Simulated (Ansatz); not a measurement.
Base system: SiO$_{2}$ (space group P3_121, No. 152; a = 4.9494 Å, c = 5.4419 Å).

Computed with DFT with PBEsol, PAW potentials and a 420 eV plane-wave cutoff in Ansatz (a quantum-chemistry and plane-wave program), no spin-orbit coupling.

One change was made to it. Results:

| quantity | base | after |
|---|---|---|
| smallest direct gap | 6.03 eV | 6.20 eV |
| density | 2.59 g/cm³ | 2.86 g/cm³ |

**Question.** Name the change that was made.
A) pressure 4.2 GPa
B) pressure 9 GPa
C) pressure −2 GPa
D) pressure 1.8 GPa

**Answer.** A, pressure 4.2 GPa. For comparison, the smallest direct gap in the other runs: pressure 1.8 GPa gives 6.11 eV; pressure −2 GPa gives 5.75 eV; pressure 9 GPa gives 6.34 eV.

Load acts through the strain it causes; cell and atoms are relaxed under it. Stability against distortions was not tested. Competing high-pressure phases were not computed.
